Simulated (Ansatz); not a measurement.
Take MoTe2 (space group P6_3/mmc, No. 194; layered, stacked along the Cartesian z axis) as the base.

```xyz
6
Lattice="3.4966 0.0000 0.0000 -1.7483 3.0282 0.0000 0.0000 0.0000 13.6959" Properties=species:S:1:pos:R:3 pbc="T T T"
Te     1.7483     1.0094     5.2411
Te     0.0000     2.0188    12.0891
Te     0.0000     2.0188     8.4548
Te     1.7483     1.0094     1.6068
Mo     1.7483     1.0094    10.2720
Mo     0.0000     2.0188     3.4240
```

Computed with PBE-D3(BJ) (Ansatz, an electronic-structure program), spin-orbit coupling left out.

Strains are applied to the cell and any free atomic positions relax.

One change was made to it. Results:

| quantity | base | after |
|---|---|---|
| energy relative to the base (free energy F) | 0 meV/atom | +27 meV/atom |
| largest internal atomic displacement | – | 0.085 Å |
| pressure (mean of the normal stresses, compression positive) | 0.00 GPa | -3.58 GPa |

**Question.** Which of these changes matches the shifts?
A) isotropic strain +1.20 %
B) isotropic strain +2.40 %
C) isotropic strain +1.80 %
D) isotropic strain +3.00 %

**Answer.** D, isotropic strain +3.00 %. For comparison, the energy relative to the base in the other runs: isotropic strain +1.20 % gives +4.7 meV/atom; isotropic strain +1.80 % gives +10 meV/atom; isotropic strain +2.40 % gives +18 meV/atom.

Whether these cells are dynamically stable was not tested. The program warned that a D3 coordination switch lies within reach, so dispersion energies are less smooth here.
